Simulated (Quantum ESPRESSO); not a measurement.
Quantum ESPRESSO 7.5, DFT, PBE, plane waves, SSSP 1.1.2 efficiency PBE: corundum Al2O3 (O6Al4), 10 atoms. Basis and mesh were picked for this test and aren't claimed converged.

```yaml
cell: 5.13, 5.13, 5.13 Å; 55.3, 55.3, 55.3°
task: scf
ecutwfc: 45 Ry
ecutrho: 360 Ry
occupations: fixed
conv_thr: 1e-08 Ry
tprnfor: true
tstress: false
diagonalization: david (default)
mixing_mode: plain (default)
mixing_beta: 0.7 (default)
mixing_ndim: 8 (default)
k-points computed (base settings): 32
bands (base settings): 24
electrons (base settings): 48
G-vectors of the density (base settings): 66109
FFT grid (base settings): 60×60×60
symmetry operations (base settings): 12
```

It runs on a single node (AMD EPYC (Zen 5), 96 cores on 1 socket, no SMT, 12 L3 cache groups; 94 cores' worth of CPU time may be used).

Each time is the median wall time of two to five repeats, run one at a time on the otherwise empty machine; start-up is included. Unless noted, each process is bound to its own block of adjacent cores. The build: conda-forge: Open MPI 5.0, OpenMP, OpenBLAS 0.3.34 (pthreads), FFTW, ScaLAPACK, ELPA; another build can shift the numbers. Scratch files lie in a memory file system.

First run (24 ranks, k_points = 6×6×6, -nk 12, nosym = false (default), noinv = false (default)):

```
     init_run     :      0.71s CPU      0.74s WALL (       1 calls)
     electrons    :      2.53s CPU      2.58s WALL (       1 calls)
     forces       :      0.07s CPU      0.08s WALL (       1 calls)

     Called by init_run:
     wfcinit      :      0.06s CPU      0.06s WALL (       1 calls)
     potinit      :      0.27s CPU      0.28s WALL (       1 calls)
     hinit0       :      0.36s CPU      0.36s WALL (       1 calls)

     Called by electrons:
     c_bands      :      1.22s CPU      1.25s WALL (      11 calls)
     sum_band     :      0.32s CPU      0.33s WALL (      11 calls)
     v_of_rho     :      0.28s CPU      0.30s WALL (      12 calls)
     newd         :      0.07s CPU      0.07s WALL (      12 calls)
     PAW_pot      :      0.65s CPU      0.65s WALL (      12 calls)
     mix_rho      :      0.02s CPU      0.02s WALL (      11 calls)

     Called by c_bands:
     init_us_2    :      0.05s CPU      0.05s WALL (      72 calls)
     cegterg      :      1.09s CPU      1.12s WALL (      33 calls)

     Called by *egterg:
     cdiaghg      :      0.04s CPU      0.04s WALL (     123 calls)
     h_psi        :      0.94s CPU      0.97s WALL (     126 calls)
     s_psi        :      0.05s CPU      0.05s WALL (     126 calls)
     g_psi        :      0.01s CPU      0.01s WALL (      90 calls)

     Called by h_psi:
     h_psi:calbec :      0.07s CPU      0.07s WALL (     126 calls)
     vloc_psi     :      0.82s CPU      0.84s WALL (     126 calls)
     add_vuspsi   :      0.05s CPU      0.05s WALL (     126 calls)

     General routines
     calbec       :      0.09s CPU      0.10s WALL (     171 calls)
     fft          :      0.30s CPU      0.30s WALL (     165 calls)
     ffts         :      0.19s CPU      0.19s WALL (      23 calls)
     fftw         :      0.86s CPU      0.89s WALL (    5560 calls)
     interpolate  :      0.20s CPU      0.20s WALL (      12 calls)

     Parallel routines

     PWSCF        :      3.41s CPU      3.50s WALL
```

Second run:

```
     init_run     :      1.18s CPU      1.21s WALL (       1 calls)
     electrons    :     11.30s CPU     11.46s WALL (       1 calls)
     forces       :      0.21s CPU      0.22s WALL (       1 calls)

     Called by init_run:
     wfcinit      :      0.40s CPU      0.40s WALL (       1 calls)
     potinit      :      0.23s CPU      0.24s WALL (       1 calls)
     hinit0       :      0.52s CPU      0.53s WALL (       1 calls)

     Called by electrons:
     c_bands      :      8.37s CPU      8.40s WALL (      12 calls)
     sum_band     :      1.30s CPU      1.32s WALL (      12 calls)
     v_of_rho     :      0.66s CPU      0.76s WALL (      13 calls)
     newd         :      0.10s CPU      0.11s WALL (      13 calls)
     PAW_pot      :      0.84s CPU      0.85s WALL (      13 calls)
     mix_rho      :      0.03s CPU      0.03s WALL (      12 calls)

     Called by c_bands:
     init_us_2    :      0.40s CPU      0.40s WALL (     234 calls)
     cegterg      :      7.28s CPU      7.31s WALL (     108 calls)

     Called by *egterg:
     cdiaghg      :      0.15s CPU      0.15s WALL (     448 calls)
     h_psi        :      6.21s CPU      6.23s WALL (     457 calls)
     s_psi        :      0.39s CPU      0.39s WALL (     457 calls)
     g_psi        :      0.06s CPU      0.06s WALL (     340 calls)

     Called by h_psi:
     h_psi:calbec :      0.49s CPU      0.49s WALL (     457 calls)
     vloc_psi     :      5.28s CPU      5.31s WALL (     457 calls)
     add_vuspsi   :      0.41s CPU      0.41s WALL (     457 calls)

     General routines
     calbec       :      0.65s CPU      0.65s WALL (     601 calls)
     fft          :      0.41s CPU      0.42s WALL (     178 calls)
     ffts         :      0.10s CPU      0.10s WALL (      25 calls)
     fftw         :      5.48s CPU      5.51s WALL (   19528 calls)
     interpolate  :      0.12s CPU      0.12s WALL (      13 calls)

     Parallel routines

     PWSCF        :     12.79s CPU     13.00s WALL
```

Task: Both blocks come from the same system on the same machine. Which change was made from the first run to the second?
A. k_points = 3×3×3, -nk 6
B. noinv = true
C. -nk 24, nosym = true, noinv = true
D. nosym = true

Result: C, -nk 24, nosym = true, noinv = true. The largest move is in FFTs of H·ψ (vloc_psi): 0.84 s to 5.3 s. The other changes gave 9.1 s (nosym = true), 2.5 s (k_points = 3×3×3, -nk 6), 4.1 s (noinv = true), against 14 s here and 4.1 s at first.
